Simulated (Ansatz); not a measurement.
Consider TiC in the rock salt structure (space group Fm-3m, No. 225; relaxed with 0.1 eV smearing).

```xyz
2
Lattice="0.0000 2.1639 2.1639 2.1639 0.0000 2.1639 2.1639 2.1639 0.0000" Properties=species:S:1:pos:R:3 pbc="T T T"
Ti     0.0000     0.0000     0.0000
C      2.1639     2.1639     2.1639
```

Cartesian axes are those of the cell as printed.

All numbers come from Ansatz (a quantum-chemistry and plane-wave program), r2SCAN, PAW, cutoff 500 eV, no SOC.

Before the change:

Pressure: 0.0 GPa
Shortest interatomic distance: 2.164 Å

Now apply this change: biaxial strain −1.67 %, plane normal [111], relaxed out of plane (Cartesian); in-plane vectors clamped, the third vector and the atoms free.

### Question
What happens to the energy relative to the base?

### Answer
The energy goes up by 11 meV/atom.

### Question
What happens to the pressure?

### Answer
The pressure (mean of the normal stresses, compression positive) goes from zero to 6.8 GPa.

### Question
How does this affect the out-of-plane strain?

### Answer
The out-of-plane strain is +0.89 %.

### Question
How does this affect the shortest interatomic distance?

### Answer
The shortest interatomic distance decreases by 0.0175 Å (2.164 Å → 2.146 Å).

No phonon test of stability was made. All final runs are without spin polarisation.
